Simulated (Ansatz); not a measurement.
The starting structures come from a database of crystals and need not be the phases stable at ambient conditions.

By PBEsol, the system below comes out a metal.

Crystal: Ti₅Si₃ (P6_3/mcm, not sure to be the ambient phase, 16 atoms a cell, 15.4 Å³ an atom, -3 GPa at this level); planes in its conventional cell.

Level of theory: PBEsol (plane waves, PAW; Ansatz, a quantum-chemistry and plane-wave program).

G/A = (e²/h) × open channels of both spins per area, as a mean over 0.1 eV about the Fermi level, without spin-orbit coupling, for the cells as given.

```csv
plane,area (Å²),G/A (10¹⁵ S/m²)
(001),48.0,0.40
(100),38.1,___
```

**Question.** Fill in the missing entries.

**Answer.** 
- (100), G/A (10¹⁵ S/m²): 0.29
